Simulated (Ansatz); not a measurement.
Abridged Ansatz (a program for electronic structure) output:

```
Pseudopotential: S, paw, valence charge 6
Pseudopotential: Cd, paw, valence charge 20
Crystal: 2 atoms, lattice volume = 50.800 Å³
Basis set: ecut = 420 eV, 965 PW (Γ), exchange–correlation on 60×60×60 points (8 copies of the dense FFT grid, shifted against one another)
Bands: 17, of which v1, the nominal top of the filled ones, is band 13 counted from 1 (12 counted from 0)
Symmetry: 24 space group operations
k-points: 16 of 216 (time reversal used)
Functional: x = pbe(κ = 0.804, μ = 0.2195149727645171), c = pbe(β = 0.06672455060314922), warm-up for x = pbe(κ = 0.804, μ = 0.2195149727645171) + 0.25 (exact …
SCF iter   1: F=—  HF=-9157.931146 eV  |F-HF|=—  |Δ(HF+E_count)|=         —  Δρ=2.74e-2  dr2=3.39e-1  ethr=1.00e-1  ⟨swp⟩=6.2  Hψ=826  notcnv=0
SCF iter   2: F=—  HF=-9157.890242 eV  |F-HF|=—  |Δ(HF+E_count)|=   4.09e-2  Δρ=1.25e-2  dr2=4.01e-2  ethr=1.30e-3  ⟨swp⟩=3.9  Hψ=768  notcnv=0  defer=4
SCF 1 stopped early in 4 iterations: F = -9157.891228 eV  dr2 = 9.63e-5
Crystal: 2 atoms, lattice volume = 50.800 Å³
Functional: x = pbe(κ = 0.804, μ = 0.2195149727645171) + 0.25 (exact − pbe) at short range (hse, ω = 0.20786987370883472 Å⁻¹), c = pbe(β = 0.06672455060314922); HSE06 as pw.x's `hse` composes it (authors' and Libxc's form: `xc: wpbeh`)
SCF iter   1: F=—  HF=-9162.260171 eV  |F-HF|=—  |Δ(HF+E_count)|=         —  Δρ=6.59e-3  dr2=1.80e-2  ethr=3.70e-6  ⟨swp⟩=5.9  Hψ=1256  notcnv=0
SCF iter   2: F=—  HF=-9162.255342 eV  |F-HF|=—  |Δ(HF+E_count)|=   4.83e-3  Δρ=1.58e-3  dr2=1.70e-3  ethr=3.70e-6  ⟨swp⟩=4.0  Hψ=890  notcnv=0
SCF 2 stopped early in 5 iterations: F = -9162.262050 eV  dr2 = 6.19e-6
Crystal: 2 atoms, lattice volume = 50.800 Å³
SCF iter   1: F=—  HF=-9162.262108 eV  |F-HF|=—  |Δ(HF+E_count)|=         —  Δρ=3.95e-5  dr2=2.91e-7  ethr=7.68e-7  ⟨swp⟩=3.6  Hψ=607  notcnv=0
SCF iter   2: F=—  HF=-9162.262108 eV  |F-HF|=—  |Δ(HF+E_count)|=   3.44e-7  Δρ=1.89e-5  dr2=1.37e-7  ethr=9.65e-10  ⟨swp⟩=4.0  Hψ=783  notcnv=0
SCF 3 converged in 3 iterations: F = -9162.262108 eV  dr2 = 3.30e-8
Free energy (F): -9162.262108 eV
Internal energy: -9162.262108 eV  (E = F + TS)
E sigma→0 (E₀):  -9162.262108 eV
Fermi energy:    6.998308 eV
```

**Question.** What was computed, and what are the main results?

**Answer.** CdS, 2 atoms in the cell, with HSE06 (Ansatz), no SOC, earlier PAW set. The last SCF converged to F = -9162.262108 eV, or -4581.1311 eV per atom. The total energy compares only with runs of the same code, potentials and settings.

Single points use the geometry relaxed with r2SCAN. Whether these cells are dynamically stable was not tested. The cell is CdS in the zinc blende structure (space group F-43m, No. 216).
